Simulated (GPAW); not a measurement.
## σyy against uniaxial strain in CsCl-type PdIn (space group 221): C12 (GPAW, PBEsol)

```xyz
2
Lattice="3.1977 0.0000 0.0000 0.0000 3.2464 0.0000 0.0000 0.0000 3.2464" Properties=species:S:1:pos:R:3 pbc="T T T"
In     1.5988     1.6232     1.6232
Pd     0.0000     0.0000     0.0000
```

Method of the run: PBEsol, GPAW PAW datasets PBEsol (made by gpaw-setup) (plane waves; GPAW). Settings: mode = pw; ecut = 585 eV; xc = PBEsol; kpts = 20 20 20; mesh shift (steps) = 0 0 0; occupations.name = fermi-dirac; occupations.width = 0.05 eV; nbands = -10; convergence.density = 1e-06 e/electron; convergence.energy = 1e-06 eV/electron; symmetry.symmorphic = false; symmetry.tolerance = 0.0005; maxiter = 120. The cell above is the first row's. The rows stretch one cube axis (x) by the strain ε and hold the other two. Stress is positive in tension. In all rows fractional positions and the k mesh are held.

| ε (%) | σyy (GPa) |
|---|---|
| -1.5 | ? |
| -1.0 | -1.17 |
| -0.5 | -0.51 |
| 0.0 | 0.13 |
| 0.5 | 0.75 |
| 1.0 | 1.35 |
| 1.5 | 1.93 |
| 2.0 | 2.49 |

The 7 complete rows are fitted with a parabola, σyy against ε. Least squares gives σyy = 0.130 + 1.2600·ε - 0.0400·ε². Residuals (row less fit): 0.000, 0.000, 0.000, 0.000, 0.000, 0.000, 0.000; standard error 0.000 (degrees of freedom: 4). The slope at ε = 0, 1.2600 GPa per cent, gives C12 ≈ 100 × 1.2600 = 126 GPa, for the static lattice.

Question: Predict the withheld σyy at ε = -1.5 from the fit, and compare with the calculation.

Answer: σyy = 0.130 + 1.2600 × (-1.5) - 0.0400 × (-1.5)² = -1.850 GPa. The calculation gives -1.86 GPa, 0.010 GPa below the prediction (0.2 % of the range of σyy in the table). The row lies outside the fitted rows, so this is an extrapolation.

Carrying the step between the two nearest rows on in a straight line would have given -1.83, off by 0.03; series whose last step already gives the withheld value aren't shown. The reference cell has the volume at which an earlier scan in this program and functional put its minimum by a fit. The runs keep the symmetry of the cell, so they don't test it for distortions. The unstrained cell stands at a pressure of -0.13 GPa, and the constants belong to that pressure. By symmetry this strain leaves no force on the atoms; the largest in the rows is 0.000 eV/Å. Spin polarisation is off. Without a gap such slopes are sensitive to mesh and smearing. Cutoffs and mesh are single choices, not tested for convergence of this quantity. Series with a scatter that would blur these digits, or in which a gap closes, are not shown. Strain series were run only where this level's volume lies within 10 % of a first guess from the measured size.
